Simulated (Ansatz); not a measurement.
We look at the energy of one form of TiAl3 over another. The value is E(A) − E(B), in meV per atom.

A: TiAl3 (I4/mmm), 8 atoms in the cell; this is a cell whose start was taken from, or built on, an entry of a structure database, and that this text hasn't matched to a measured one; spin state with PBE: run without spin, k-point mesh 12×12×12 on the run's own vectors.
```
CELL_PARAMETERS angstrom
      0.00000    -3.89904     0.00000
      3.89904     0.00000     0.00000
     -1.94952     1.94952     8.33237
ATOMIC_POSITIONS crystal
  Ti 0.88083 0.88083 0.76166
  Ti 0.11917 0.11917 0.23834
  Al 0.50000 0.00000 0.00000
  Al 0.00000 0.50000 0.00000
  Al 0.25000 0.75000 0.50000
  Al 0.75000 0.25000 0.50000
  Al 0.62483 0.62483 0.24967
  Al 0.37517 0.37517 0.75033
```

B: TiAl3 (I4/mmm), 4 atoms in the cell; spin state with PBE: run without spin, k-point mesh 14×14×14 on the run's own vectors.
```
Al3Ti
1.0
    3.84832     0.00000     0.00000
    0.00000     3.84832     0.00000
   -1.92416    -1.92416     4.30581
Ti Al
1 3
Direct
  0.00000   0.00000   0.00000
  0.50000   0.50000   0.00000
  0.75000   0.25000   0.50000
  0.25000   0.75000   0.50000
```

Computed with Ansatz (plane waves, PAW), its PAW set soft_1, cutoff 420 eV, 500 eV for r2SCAN. The structures are at rest with PBE; other levels are single points on them, but for the rows marked own geometry. Neutral cells; Fermi-Dirac smearing of at most 0.10 eV in the solids, energies taken to zero width. The lattices are those relaxed with PBE, so at other levels the solids can be strained, which adds to the spread. A dispersion term (D3(BJ), or D4 for r2SCAN) was computed beside these levels and is taken off wherever the name lacks it. Space groups of crystals are read within 0.01 Å. Nuclei at rest; no vibrational terms. No structure search was made; lower ones may exist.

Levels: PBE, PBE+D3(BJ), RPBE, r2SCAN, r2SCAN+D4, r2SCAN (own geometry).

Do the levels agree on which is lower?

TiAl3 (I4/mmm) (A): PBE (-5), PBE+D3(BJ) (-8), r2SCAN (-9), r2SCAN+D4 (-10), r2SCAN (own geometry) (-9); too close to call: RPBE (-4) (values in meV/atom; within 4 meV/atom of zero counts as too close to call). The levels shown span 6 meV/atom, from r2SCAN+D4 (-10) to RPBE (-4).

Ansatz is a program for electronic structure.
